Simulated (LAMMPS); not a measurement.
MD of C (diamond structure) at zero pressure, 1000 atoms, as a liquid; each row is its own run.

Computed with classical MD, pair style gw, file SiC.gw, run in LAMMPS.

| T (K) | D(C) (cm²/s) |
|---|---|
| 2200 | 1.01e-5 |
| 2800 | 5.82e-5 |
| 3200 | 0.000104 |
| 3600 | 0.000161 |
| 4000 | 0.000257 |
| 4400 | 0.000307 |
| 5600 | 0.000579 |

### Question
Fit an Arrhenius law, ln y = a + b / x, to these rows (x is the first column, y the second) and predict the run at x = 5000.

### Answer
Least squares gives a = -4.7204 and b = -14540. The slope times kB gives an activation energy of 1.25 eV. At x = 5000 the fit predicts 0.000486 cm²/s. The run itself gave (4.18 ± 0.08) × 10^-4 cm²/s, so the fit is 16 % high.

Caution (rows 2200; 2800): enthalpy drifts during the constant-pressure average: a transition or slow ageing; fluctuation values are void.

Caution: the potential SiC.gw is made for SiC, not for the elements.

Caution: with SiC.gw the 0 K volume of this crystal is 28 % off the measured one.

Caution: at ambient pressure real C sublimes or decomposes before or as it melts, so this liquid is the model's.

Caution (row 2200): this liquid lies under the melting point of about 2420 K that SiC.gw gives, so it is undercooled.

Errors of D are the spread over four groups of atoms in one short run; a floor of about 5 %, a picked value, is safer.
